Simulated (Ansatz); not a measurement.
# Effect of pressure 0.3 GPa on KF

The parent structure is KF in the rock salt structure (space group Fm-3m, No. 225; a = 5.4207 Å).

Modification: a hydrostatic pressure of 0.3 GPa.

Computed with PBE, PAW, 420 eV (Ansatz, a program for electronic structure; scalar-relativistic without spin-orbit coupling). Settings: 11×11×11 k-points, 0.05 eV Fermi–Dirac smearing.

```csv
quantity,base,changed,shift
volume per atom,19.91 Å³,19.71 Å³,-0.20 Å³
density,2.42 g/cm³,2.45 g/cm³,+0.024 g/cm³
lattice parameter a,5.421 Å,5.403 Å,-0.018 Å
shortest interatomic distance,2.710 Å,2.701 Å,-0.009 Å
band gap,5.96 eV,6.01 eV,+0.05 eV
gap character,direct at Γ,direct at Γ,–
width of the top valence band,0.31 eV,0.32 eV,+0.01 eV
electron mass,0.55 mₑ (at Γ),0.55 mₑ (at Γ),–
```

Load acts through the strain it causes; cell and atoms are relaxed under it. Effective masses come from finite differences of ±0.01 Å⁻¹. Whether these cells are dynamically stable was not tested.
